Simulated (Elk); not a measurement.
# Elk run on ZnS (F-43m, 2 atoms in the cell): self-consistent single point

Method of the run: Elk 10.2.4 with PBE, all-electron FP-LAPW, Elk's shipped species files, default APW+lo basis.

Input:

```
tasks
  0

xctype
  20

rgkmax
  7.0

rmtscf
  0.9

stype
  3

swidth
  0.00183747

avec
    0.0000000000    5.1117091671    5.1117091671
    5.1117091671    0.0000000000    5.1117091671
    5.1117091671    5.1117091671    0.0000000000

atoms
  2   : nspecies
  'Zn.in'   : spfname
  1   : natoms; atposl, bfcmt below
  0.0000000000  0.0000000000  0.0000000000    0.0 0.0 0.0
  'S.in'   : spfname
  1   : natoms; atposl, bfcmt below
  0.2500000000  0.2500000000  0.2500000000    0.0 0.0 0.0

ngridk
  7 7 7
```

Output, abridged:

```
│ Elk code version 10.2.4 │

All units are atomic (Hartree, Bohr, etc.)

│ Ground-state run starting from atomic densities │

Lattice vectors :
   0.000000000       5.111709167       5.111709167
   5.111709167       0.000000000       5.111709167
   5.111709167       5.111709167       0.000000000

Unit cell volume      :    267.1335312
Brillouin zone volume :   0.9285626267

Muffin-tin inner radius fraction :   0.1000000000E-01

Nuclei treated as point charges

Species :    1 (Zn)
 parameters loaded from : Zn.in
 name : zinc
 nuclear charge    :   -30.00000000
 electronic charge :    30.00000000
 atomic mass :    119233.3129
 muffin-tin radius :    2.160000000
 number of radial points in muffin-tin :    497
 atomic positions (lattice), magnetic fields (Cartesian) :
   1 :   0.00000000  0.00000000  0.00000000    0.00000000  0.00000000  0.00000000

Species :    2 (S)
 parameters loaded from : S.in
 name : sulphur
 nuclear charge    :   -16.00000000
 electronic charge :    16.00000000
 atomic mass :    58450.91926
 muffin-tin radius :    1.980000000
 number of radial points in muffin-tin :    397
 atomic positions (lattice), magnetic fields (Cartesian) :
   1 :   0.25000000  0.25000000  0.25000000    0.00000000  0.00000000  0.00000000

Total number of atoms per unit cell :    2

Spin treatment :
 spin-unpolarised

Number of Bravais lattice symmetries :   48
Number of crystal symmetries         :   24
Crystal has no inversion symmetry
Complex Hermitian eigensolver will be used

k-point grid :      7     7     7
k-point offset :    0.000000000       0.000000000       0.000000000
k-point set is reduced with full crystal symmetry group
Total number of k-points :       30

Muffin-tin radius times maximum |G+k| :    7.000000000
 using average radius
Maximum |G+k| for APW functions       :    3.381642512
Maximum (1/2)|G+k|²                   :    5.717753040
Maximum |G| for potential and density :    12.00000000
 potential will be trimmed for |G| > 2 gkmax
Constant for pseudocharge density :    6
Radial integration step length :    4

G-vector grid sizes :     28    28    28
Number of G-vectors :     7799

Maximum angular momentum used for
 APW functions                      :    8
 outer part of muffin-tin           :    6
 inner part of muffin-tin           :    1

Total nuclear charge    :   -46.00000000
Total core charge       :    22.00000000
Total valence charge    :    24.00000000
Total excess charge     :    0.000000000
Total electronic charge :    46.00000000

Effective Wigner radius, rₛ :    1.115049091

Number of empty states         :    8
Total number of valence states :   20
Total number of core states    :   22

Total number of local-orbitals :   22

Exchange-correlation functional :     20     0     0
 Perdew-Burke-Ernzerhof, Phys. Rev. Lett. 77, 3865 (1996)
 gradient requirement :    1
 generalised gradient approximation (GGA)

Smearing type :    3
 Fermi-Dirac
Smearing width :   0.1837470000E-02
Effective electronic temperature (K) :    580.2271348

Mixing type :    3
 Broyden mixing, J. Phys. A: Math. Gen. 17, L317 (1984)

Kohn-Sham potential initialised from atomic data

│ Self-consistent loop started │
│ Loop number : 1 │
 total energy                :     -2195.64865966
│ Loop number : 2 │
 total energy                :     -2195.76643894
RMS change in Kohn-Sham potential (target) :   0.4075530373     (  0.1000000000E-05)
Absolute change in total energy (target)   :   0.1177792791     (  0.1000000000E-03)
│ Loop number : 3 │
 total energy                :     -2195.58537368
RMS change in Kohn-Sham potential (target) :   0.3985384103     (  0.1000000000E-05)
Absolute change in total energy (target)   :   0.1516204400     (  0.1000000000E-03)
│ Loop number : 4 │
 total energy                :     -2195.49668852
RMS change in Kohn-Sham potential (target) :   0.2316825695     (  0.1000000000E-05)
Absolute change in total energy (target)   :   0.1265902715     (  0.1000000000E-03)
│ Loop number : 5 │
 total energy                :     -2195.40898114
RMS change in Kohn-Sham potential (target) :   0.9155729568E-01 (  0.1000000000E-05)
Absolute change in total energy (target)   :   0.1193549409     (  0.1000000000E-03)
│ Loop number : 6 │
 total energy                :     -2195.44537080
RMS change in Kohn-Sham potential (target) :   0.2622435525E-01 (  0.1000000000E-05)
Absolute change in total energy (target)   :   0.6550919582E-02 (  0.1000000000E-03)
│ Loop number : 7 │
 total energy                :     -2195.47044993
RMS change in Kohn-Sham potential (target) :   0.7590955336E-03 (  0.1000000000E-05)
Absolute change in total energy (target)   :   0.2671686462E-01 (  0.1000000000E-03)
│ Loop number : 8 │
 total energy                :     -2195.48852309
RMS change in Kohn-Sham potential (target) :   0.4058755883E-03 (  0.1000000000E-05)
Absolute change in total energy (target)   :   0.2475237027E-01 (  0.1000000000E-03)
│ Loop number : 9 │
 total energy                :     -2195.48363699
RMS change in Kohn-Sham potential (target) :   0.2585222473E-03 (  0.1000000000E-05)
Absolute change in total energy (target)   :   0.1301997485E-02 (  0.1000000000E-03)
│ Loop number : 10 │
 total energy                :     -2195.47751067
RMS change in Kohn-Sham potential (target) :   0.4848243668E-04 (  0.1000000000E-05)
Absolute change in total energy (target)   :   0.5800821246E-02 (  0.1000000000E-03)
│ Loop number : 11 │
 total energy                :     -2195.47782758
RMS change in Kohn-Sham potential (target) :   0.1374529065E-04 (  0.1000000000E-05)
Absolute change in total energy (target)   :   0.1133300852E-02 (  0.1000000000E-03)
│ Loop number : 12 │
 total energy                :     -2195.47770035
RMS change in Kohn-Sham potential (target) :   0.1785367439E-05 (  0.1000000000E-05)
Absolute change in total energy (target)   :   0.4105557282E-03 (  0.1000000000E-03)
│ Loop number : 13 │
 total energy                :     -2195.47767932
RMS change in Kohn-Sham potential (target) :   0.9275322816E-06 (  0.1000000000E-05)
Absolute change in total energy (target)   :   0.1236654180E-03 (  0.1000000000E-03)
│ Loop number : 14 │
 total energy                :     -2195.47767921
RMS change in Kohn-Sham potential (target) :   0.2079428689E-06 (  0.1000000000E-05)
Absolute change in total energy (target)   :   0.3102153642E-04 (  0.1000000000E-03)
Convergence targets achieved

│ Loop number : 15 │

Energies :
 Fermi                       :     0.165147184303
 sum of eigenvalues          :     -1253.57632063
 electron kinetic            :      2229.82088531
 core electron kinetic       :      2003.16531965
 Coulomb                     :     -4327.85797565
 Coulomb potential           :     -3357.01325346
 nuclear-nuclear             :     -256.533229795
 electron-nuclear            :     -4785.63623824
 Hartree                     :      714.311492392
 Madelung                    :     -2649.35134892
 xc potential                :     -126.383952483
 exchange                    :     -95.3888626277
 correlation                 :     -2.05172518302
 electron entropic           :    -0.406320889042E-11
 total energy                :     -2195.47767814

Density of states at Fermi energy :   0.5838759222E-07
 (states/Hartree/unit cell)

Estimated indirect band gap :   0.7401480476E-01
 from k-point      1 to k-point      1
Estimated direct band gap   :   0.7401480476E-01
 at k-point      1

Charges :
 core                        :    22.00000000
 valence                     :    24.00000000
 interstitial                :    3.683662657
 muffin-tins (core leakage)
  species :    1 (Zn)
   atom    1                 :    28.46479909     (  0.3427137872E-03)
  species :    2 (S)
   atom    1                 :    13.85153825     (  0.2998044329E-03)
 total in muffin-tins        :    42.31633734
 total calculated charge     :    45.98915455
 total charge                :    46.00000000
 error                       :   0.1084545089E-01

│ Self-consistent loop stopped │
```

The run converged in 15 iterations. The count includes the last loop, which Elk runs after its targets are met.

The starting cell has typed, rounded lattice constants, without a prior relaxation at this level. Values depend on the basis (sphere radii, cutoffs, local orbitals), which need not be converged.
